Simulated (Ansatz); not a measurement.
Consider HfC in the rock salt structure (space group Fm-3m, No. 225).

```yaml
crystal:
  lattice:
    - [0.00000, 2.30361, 2.30361]
    - [2.30361, 0.00000, 2.30361]
    - [2.30361, 2.30361, 0.00000]
  atoms:
    - { symbol: Hf, position: [0.00000, 0.00000, 0.00000] }
    - { symbol: C, position: [0.50000, 0.50000, 0.50000] }
```

The values are results of Ansatz (a first-principles code) PBEsol, spin-orbit coupling left out, not measurements.

One change was made to it. Results:

```csv
quantity,base,after
density,12.94 g/cm³,13.66 g/cm³
band gap,zero,zero
shortest interatomic distance,2.304 Å,2.262 Å
```

Name the change that was made.
A. pressure −1 GPa
B. pressure 15 GPa
C. pressure 2.1 GPa
D. pressure −2 GPa
E. pressure 0.9 GPa

B, pressure 15 GPa. For comparison, the density in the other runs: pressure −1 GPa gives 12.89 g/cm³; pressure −2 GPa gives 12.83 g/cm³; pressure 0.9 GPa gives 12.99 g/cm³; pressure 2.1 GPa gives 13.05 g/cm³.

Load acts through the strain it causes; cell and atoms are relaxed under it. Stability against distortions was not tested. Competing high-pressure phases were not computed. All final runs are without spin polarisation.
